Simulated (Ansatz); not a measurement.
**Short convergence ladders for CuAgO₂ (Pmm2, 4 atoms in the cell)**

```yaml
crystal:
  lattice:
    - [2.80799, 0.00000, 0.00000]
    - [0.00000, 3.34383, 0.00000]
    - [0.00000, 0.00000, 5.38797]
  atoms:
    - { symbol: Cu, position: [0.50000, 0.50000, 0.50928] }
    - { symbol: Ag, position: [0.00000, 0.00000, 0.00000] }
    - { symbol: O, position: [0.00000, 0.50000, 0.27085] }
    - { symbol: O, position: [0.00000, 0.50000, 0.72915] }
```

Base method: LDA (PW92), default PAW files made with PBE (plane waves; Ansatz, a quantum-chemistry and plane-wave program).

Base settings: basis.ecutwfc = 420 eV; kpoints.mp_grid.grid = 10 8 5; hamiltonian.xc = lda; hamiltonian.pseudopotentials = {kind: paw} (the program's default PAW files); scf.occupations.method = fermi_dirac; scf.occupations.width = 0.1 eV.

The count of work is k-points × plane waves × bands × iterations; it is no time. Core times come from one kind of shared machine, to one figure; runs under 30 s give none.

**The cutoff for other potential files**

Level: DFT, LDA (PW92), plane waves, harder PAW files (source: ansatz) made with PBE.

In this ladder: hamiltonian.pseudopotentials = {kind: paw, source: ansatz}.

The second cell is the first with its lattice scaled by 0.98.

The mesh stays at the base's, so the ladder's end is converged at best in this setting alone.

The first pressure column holds Ansatz's estimate of the finite-basis (Pulay) stress, which hides part of the cutoff error; the other is without it.

Only quantities that move along the ladder and can be compared are tabulated.

```tsv
basis.ecutwfc	free energy less the last step's (meV/atom)	energy of the compressed cell less the first (meV/atom)	pressure (GPa)	pressure without the Pulay estimate (GPa)	largest difference of a force vector from the last step's (eV/Å)	count of work / last	core time / last (rough)
420 eV	1553.67	6.90	-2.30	-100.14	0.600	0.11	–
510 eV	342.57	-6.44	-5.86	-29.73	0.064	0.16	–
650 eV	36.13	-6.74	-5.92	-9.19	0.002	0.21	–
790 eV	3.69	-6.63	-5.92	-6.26	0.001	0.28	0.4
930 eV	1.25	-6.63	-5.92	-5.96	0.000	0.35	0.5
1115 eV	0.62	-6.63	-5.92	-5.94	0.000	0.46	0.5
1395 eV	0.25	-6.63	-5.92	-5.93	0.000	0.65	0.7
1860 eV	0.00	-6.63	-5.92	-5.92	0.000	1.0	1
```

Coarsest basis.ecutwfc that holds the pressure without the Pulay estimate within 0.2 GPa of the last step, with all finer ones: 930 eV, at 0.35 of the last step's count of work; the step before is off by 0.34 GPa.

Coarsest basis.ecutwfc that holds the energy of the compressed cell less the first within 0.5 meV/atom of the last step, with all finer ones: 510 eV, at 0.16 of the last step's count of work; the step before is off by 14 meV/atom.

Coarsest basis.ecutwfc that holds the pressure within 0.5 GPa of the last step, with all finer ones: 510 eV, at 0.16 of the last step's count of work; the step before is off by 3.6 GPa.

The energy difference between the two cells stays within 1 meV/atom of the last step's from 510 eV on, the total only from 1115 eV on: much of the error is common to both cells and cancels.

At the lowest cutoff the pressure without the Pulay estimate lies 94.2 GPa under the last step's, the usual sign of Pulay stress in an incomplete plane-wave basis.

**The density cutoff**

The second cell is the first with its lattice scaled by 0.98.

The mesh stays at the base's, so the ladder's end is converged at best in this setting alone.

Only quantities that move along the ladder and can be compared are tabulated.

```csv
basis.ecutrho_ratio,free energy less the last step's (meV/atom),energy of the compressed cell less the first (meV/atom),pressure (GPa)
2,-5.01,-8.78,-5.41
3,0.00,-7.37,-6.05
4,0.00,-7.37,-6.04
5,0.00,-7.37,-6.04
6,0.00,-7.37,-6.04
8,0.00,-7.37,-6.04
10,0.00,-7.37,-6.04
12,0.00,-7.37,-6.04
16,0.00,-7.37,-6.04
```

Coarsest basis.ecutrho_ratio that holds the free energy within 1 meV/atom of the last step, with all finer ones: 3; the step before is off by 5.0 meV/atom.

Coarsest basis.ecutrho_ratio that holds the pressure within 0.5 GPa of the last step, with all finer ones: 3; the step before is off by 0.63 GPa.

Coarsest basis.ecutrho_ratio that holds the energy of the compressed cell less the first within 0.2 meV/atom of the last step, with all finer ones: 3; the step before is off by 1.4 meV/atom.

**The relaxed cell against the cutoff**

On CuAgO₂ (Pmmm, 4 atoms in the cell): atoms on their sites.

In this ladder: relax = cell and atoms.

The mesh stays at the base's, so the ladder's end is converged at best in this setting alone.

Only quantities that move along the ladder and can be compared are tabulated.

| basis.ecutwfc | relaxed volume (Å³/atom) | relaxation steps | core time / last (rough) |
|---|---|---|---|
| 210 eV | 12.347 | 84 | 2 |
| 250 eV | 11.777 | 57 | 2 |
| 295 eV | 12.008 | 29 | 1.0 |
| 355 eV | 12.056 | 13 | 0.6 |
| 420 eV | 12.060 | 9 | 0.5 |
| 505 eV | 12.061 | 7 | 0.5 |
| 630 eV | 12.060 | 7 | 0.7 |
| 840 eV | 12.060 | 7 | 1 |

Coarsest basis.ecutwfc that holds the relaxed volume within 0.06 Å³/atom of the last step, with all finer ones: 295 eV; the step before is off by 0.28 Å³/atom.

At the lowest cutoff the cell relaxes to a volume 2.4 % larger than at the highest. Ansatz relaxes on a stress corrected for the finite basis.

On the base run: the starting cell comes from a database of computed structures (which also holds hypothetical and non-ambient phases and stackings), without a prior relaxation at this level. Its lattice was rescaled by up to half a per cent. One atom was moved a little off its site on purpose. Spin polarisation is off, so a magnetic state, if there is one, cannot be reached. In the base run, forces exceed 1 eV/Å. The run gives no clean gap (levels at the Fermi energy touch, overlap or are partly filled at this smearing), which alone does not show that the compound is a metal.

Keys are those of Ansatz 0.2.
